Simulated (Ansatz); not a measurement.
A self-consistent single point of P (R-3m, 2 atoms in the cell) with Ansatz (a quantum-chemistry and plane-wave program).

Method: PBEsol, default PAW files made with PBE (plane waves; Ansatz).

The change in words: lattice scaled by 0.98; basis.ecutwfc: 420 eV → 460 eV. Reference geometry:
```xyz
2
Lattice="1.7309 0.9993 3.1391 -1.7309 0.9993 3.1391 0.0000 -1.9987 3.1391" Properties=species:S:1:pos:R:3 pbc="T T T"
P      0.0000     0.0000     2.1885
P      0.0000     0.0000     7.2787
```

Reference input (self-consistent single point, DFT, PBEsol, plane waves, default PAW files made with PBE): basis.ecutwfc = 420 eV; kpoints.mp_grid.grid = 11 11 11; hamiltonian.xc = pbesol; hamiltonian.pseudopotentials = {kind: paw} (the program's default PAW files); scf.occupations.method = gaussian; scf.occupations.width = 0.1 eV. This run's input differs from it in these lines:

Ansatz 0.2 input:
```diff
@@ -3,5 +3,5 @@
   lattice:
-    - [1.730902, 0.999337, 3.139069]
-    - [-1.730902, 0.999337, 3.139069]
-    - [0.000000, -1.998674, 3.139069]
+    - [1.696284, 0.979350, 3.076288]
+    - [-1.696284, 0.979350, 3.076288]
+    - [0.000000, -1.958701, 3.076288]
   atoms:
@@ -10,3 +10,3 @@
 basis:
-  ecutwfc: 420.0
+  ecutwfc: 460.0
 kpoints:
```

The program printed (abridged):

```
SCF iter   1: F=—  HF=-1480.135750 eV  |F-HF|=—  |Δ(HF+E_count)|=         —  Δρ=2.18e-3  dr2=1.50e-3  ethr=1.77e-3  ⟨swp⟩=6.3  Hψ=11380  notcnv=0
all-band conjugate gradients solve this SCF's bands
preconditioner: auto → none
SCF iter   2: F=—  HF=-1480.135429 eV  |F-HF|=—  |Δ(HF+E_count)|=   3.21e-4  Δρ=1.17e-3  dr2=3.97e-4  ethr=1.50e-5  ⟨swp⟩=2.1  Hψ=3101  notcnv=0
SCF iter   3: F=—  HF=-1480.135413 eV  |F-HF|=—  |Δ(HF+E_count)|=   1.60e-5  Δρ=2.69e-4  dr2=3.46e-5  ethr=3.97e-6  ⟨swp⟩=2.1  Hψ=1851  notcnv=0
SCF iter   4: F=—  HF=-1480.135401 eV  |F-HF|=—  |Δ(HF+E_count)|=   1.21e-5  Δρ=7.45e-5  dr2=1.96e-6  ethr=3.46e-7  ⟨swp⟩=2.3  Hψ=1955  notcnv=0
iter 5 did not close the SCF: its close was put off for the readings that it lacked (scf_convergence_deferred on its scf_iter line)
SCF iter   5: F=-1480.135400 eV  HF=-1480.135400 eV  |F-HF|=1.82e-8  |Δ(HF+E_count)|=   1.06e-6  Δρ=9.07e-6  dr2=2.87e-8  ethr=1.96e-8  ⟨swp⟩=2.2  Hψ=1895  notcnv=0
SCF iter   6: F=-1480.135400 eV  HF=-1480.135400 eV  |F-HF|=2.29e-9  |Δ(HF+E_count)|=   7.03e-9  Δρ=3.27e-6  dr2=3.50e-9  ethr=2.87e-10  ⟨swp⟩=4.3  Hψ=7549  notcnv=0
SCF 1 converged in 6 iterations: F = -1480.135400 eV  dr2 = 3.50e-9
Free energy (F): -1480.135400 eV
Internal energy: -1480.133310 eV  (E = F + TS)
E sigma→0 (E₀):  -1480.134355 eV
Entropy (-TS):   -0.002090 eV (-1.045 meV/atom)
Fermi energy:    10.791003 eV
--- Forces (eV/Å), atoms counted from 1 ---
  atom   1  P     -0.00000000    -0.00000002     0.28043752
  atom   2  P      0.00000000     0.00000002    -0.28043752
--- Stress (GPa, compression-positive) ---
        2.652569      -0.000000      -0.000000
        0.000000       2.652569       0.000000
        0.000000       0.000000      -0.814243
  P = ⅓ Tr σ = 1.4970 GPa (14.970 kbar)
  The stress holds the Pulay correction. Without it, at fixed plane waves, as pw.x and ABINIT print it: P = 1.4872 GPa
```

The run converged in 6 iterations. Against the reference run the free energy drops by 9.0 meV/atom, the pressure goes from -4.25 to 1.50 GPa and the largest force goes from 0.141 to 0.280 eV/Å.

The starting cell comes from a database of computed structures (which also holds hypothetical and non-ambient phases and stackings), without a prior relaxation at this level. Its lattice was rescaled by up to half a per cent. One atom was moved a little off its site on purpose. For this run, on top of that: lattice scaled by 0.98. Ansatz's pressure includes its estimate of the finite-basis (Pulay) stress.
